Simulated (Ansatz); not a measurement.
The starting structures come from a database of crystals and need not be the phases stable at ambient conditions.

By PBEsol, the system below comes out a metal.

A figure of merit of an interconnect metal is its ballistic conductance per area.

Here is the system:

```yaml
crystal:
  lattice:
    - [3.82221, 0.00000, 0.00000]
    - [0.00000, 8.56134, 0.00000]
    - [1.91111, 4.28067, 1.91111]
  atoms:
    - { symbol: Ti, position: [0.00000, 0.00000, 0.00000] }
    - { symbol: Al, position: [0.00000, 0.50000, 0.00000] }
    - { symbol: Al, position: [0.50000, 0.75000, 0.00000] }
    - { symbol: Al, position: [0.50000, 0.25000, 0.00000] }
```

Space group of this cell: I4/mmm. The cell is taken as given.

The current flows along the normal of the first two printed cell vectors, the (100) plane of the conventional cell. No spin-orbit coupling; the value is a mean over 0.1 eV about the Fermi level.

Problem. State the ballistic conductance per area according to PBEsol run with Ansatz (a first-principles code).

Solution. 0.55 × 10¹⁵ S/m² for both spins.
